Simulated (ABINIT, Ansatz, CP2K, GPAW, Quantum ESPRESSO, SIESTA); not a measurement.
One structure in several programs: Ca (Fm-3m, 1 atom in the cell)

Self-consistent single point, at a second geometry (lattice scaled by 0.98). First geometry:

```xyz
1
Lattice="0.0000 2.8528 2.8528 2.8528 0.0000 2.8528 2.8528 2.8528 0.0000" Properties=species:S:1:pos:R:3 pbc="T T T"
Ca     0.0000     0.0000     0.0000
```

Shared settings, as Ansatz (an electronic-structure program) writes them: kpoints.mp_grid.grid = 10 10 10; scf.occupations.method = gaussian; scf.occupations.width = 0.272 eV. Potentials and cutoffs stand in the table.

```csv
code,model,ΔF from the first geometry (meV/atom),pressure (GPa),cutoff
Ansatz,"PBE, default PAW files",-17.2,-0.58,420 eV
ABINIT,"PBE, PAW (JTH v2.0 PBE PAW)",-17.1,-0.65,40 Ry
GPAW,"PBE, GPAW PAW datasets PBE (gpaw-data 1.0.1)",-16.1,-0.53,600 eV
SIESTA,"GGA PBE, numerical atomic orbitals TZP, PseudoDojo PBE standard norm-conserving potentials (rewritten from UPF to PSML)",41.1,3.16,grid 400 Ry
CP2K,"PBE, GPW, DZVP-MOLOPT-SR-GTH basis, GTH-PBE potentials (GTH_POTENTIALS)",-4.2,0.27,grid 500 Ry
Quantum ESPRESSO,"PBE, GBRV 1.5 ultrasoft (PBE) pseudopotentials",-17.3,-0.59,40 Ry
```

The spread over the programs that give each value: ΔF from the first geometry within 58.4 meV/atom; pressure within 3.81 GPa.

SIESTA and CP2K use small atom-centred bases, whose incompleteness enters pressures, forces and empty levels differently from a plane-wave cutoff. Ansatz's pressure is given at a fixed set of plane waves, as the other plane-wave codes print theirs. In the pressure, SIESTA (by 3.74) lies more than 1 GPa from the median of the plane-wave programs.

The starting cell comes from a database of computed structures (which also holds hypothetical and non-ambient phases and stackings), without a prior relaxation at this level. Its lattice was rescaled by a random factor within 2.5 % of one. For this run, on top of that: lattice scaled by 0.98.

Left out of this page: Elk and FLEUR (not drawn, or without a comparable value).

Keys are those of Ansatz 0.2.
